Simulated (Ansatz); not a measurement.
An ideal cubic perovskite cell is held by its symmetry; such compounds can tilt or shift off centre at room temperature. The starting structures come from a database of crystals and need not be the phases stable at ambient conditions.

 Where the default PAW files enter, the runs use the earlier of Ansatz's two default sets.

Evanescent states of RbHgF₃ (Pm-3m, cubic perovskite, not sure to be the ambient phase, 5 atoms a cell, 19.3 Å³ an atom, -2 GPa at this level) along the normal of (001)

All values below come from PBEsol (plane waves, PAW; Ansatz, a program for electronic structure).

The gap is the functional's own. No spin-orbit coupling. Mid-gap values are interpolated on the energy grid.

Energies count from the valence-band top; κ is the least over a 8×8 mesh across the current.

```json
[
 {"E (eV)": "0.03", "κ (1/Å)": "0.052", "where": "off Γ"},
 {"E (eV)": "0.07", "κ (1/Å)": "0.089", "where": "off Γ"},
 {"E (eV)": "0.12", "κ (1/Å)": "?", "where": "off Γ"},
 {"E (eV)": "0.17", "κ (1/Å)": "?", "where": "off Γ"},
 {"E (eV)": "0.23", "κ (1/Å)": "?", "where": "Γ"},
 {"E (eV)": "0.28", "κ (1/Å)": "?", "where": "Γ"},
 {"E (eV)": "0.33", "κ (1/Å)": "?", "where": "Γ"},
 {"E (eV)": "0.38", "κ (1/Å)": "0.080", "where": "Γ"},
 {"E (eV)": "0.42", "κ (1/Å)": "0.046", "where": "Γ"}
]
```

Fill in the missing entries.


- 0.12, κ (1/Å): 0.115
- 0.17, κ (1/Å): 0.136
- 0.23, κ (1/Å): 0.138
- 0.28, κ (1/Å): 0.122
- 0.33, κ (1/Å): 0.103
